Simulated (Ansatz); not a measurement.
Functionals compared on the (110) surface of MnP-type NiSi in its 1x1 cell (cut with top plane Si, bottom plane Si), outermost plane spacing 0.48 Å in the ideal cut, in Ansatz (plane waves, PAW). The structure was relaxed with PBE; the other rows are single points on it, each with its references at the same level. Cutoff 420 eV (500 eV for r2SCAN).

Slab: 32 atoms, Ni16Si16, 10.9 Å thick at the start; k 7x6x1, smearing 0.1 eV, dipole-corrected; all atoms relaxed; held to the start's symmetry, so lower structures may exist; no spin (magnetic order not tried), no spin-orbit, no U. These notes are the PBE run's.

```csv
functional,surface energy (J/m²),work function of the top face (eV),rough cost of the single point
PBE,1.83,4.68,–
LDA,2.12,4.92,about 10 core-minutes (a rough figure)
PBEsol,2.07,4.75,about 9 core-minutes (a rough figure)
RPBE,?,?,about 8 core-minutes (a rough figure)
r2SCAN,1.94,4.75,roughly 17 core-minutes
```

Q: What belongs in the gaps?

A: 
- RPBE, surface energy (J/m²): 1.68
- RPBE, work function of the top face (eV): 4.57

Ansatz is a program for electronic structure.
